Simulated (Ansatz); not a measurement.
Start from SiO$_{2}$ (space group P3_221, No. 154; a = 4.866 Å, c = 5.365 Å). Axes: x lies along a and z along c of the hexagonal cell.

Level of theory: DFT with LDA, PAW potentials and a 420 eV plane-wave cutoff in Ansatz (a first-principles code), no SOC.

Perturbation: uniaxial strain ε_zz = +2.25 %, all other strain components held at zero, atoms relaxed at fixed cell.

**Question.** Predict the stress tensor and what it implies for the stiffness.

**Answer.** Stress of the strained cell less that of the base (GPa, compression positive):
```
  -0.18    0.00    0.00
   0.00   -0.18    0.00
   0.00    0.00   -2.13
```

Then −Δσ_ii/ε with ε = 0.0225 gives secant stiffness values (nonlinear terms included at this strain): C33 ≈ 95 GPa.

Whether these cells are dynamically stable was not tested.
